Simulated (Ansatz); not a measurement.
The structure below was relaxed with DFT with PBEsol, PAW potentials and a 420 eV plane-wave cutoff in Ansatz (an electronic-structure program), no spin-orbit coupling, earlier PAW set.

```
TaBr
1.0
    0.00000     2.67038     2.67038
    2.67038     0.00000     2.67038
    2.67038     2.67038     0.00000
Br Ta
1 1
Direct
  0.00000   0.00000   0.00000
  0.50000   0.50000   0.50000
```

Question: Find the space group and the Wyckoff positions.

Answer: Space group Fm-3m (No. 225); a = 5.341 Å, b = 5.341 Å, c = 5.341 Å, α = 90.00°, β = 90.00°, γ = 90.00°

| atom | site | symmetry | x | y | z |
|---|---|---|---|---|---|
| Br | 4a | m-3m | 0.0000 | 0.0000 | 0.0000 |
| Ta | 4b | m-3m | 0.5000 | 0.5000 | 0.5000 |

Question: Describe the coordination.

Answer: The crystal has 8 atoms in its conventional cell. Lattice parameters: a = 5.3408 Å, b = 5.3408 Å, c = 5.3408 Å, α = 90.00°, β = 90.00°, γ = 90.00°. Br is surrounded by 6 Ta at 2.670 Å (octahedral). Ta is surrounded by 6 Br at 2.670 Å (octahedral). (Neighbours: up to the widest gap in distance over summed covalent radii, below 1.35, at either atom; cation-cation and far metal-metal contacts left out.)

Stability against distortions was not tested. No Hubbard U is applied, and correlation can decide whether such a compound is a metal. All final runs are without spin polarisation. The cell was made from TaN by this change: N → Br; the result is a hypothetical phase, not in the database extracts checked. TaBr has a high density of states at the Fermi level and may be magnetic at this level.
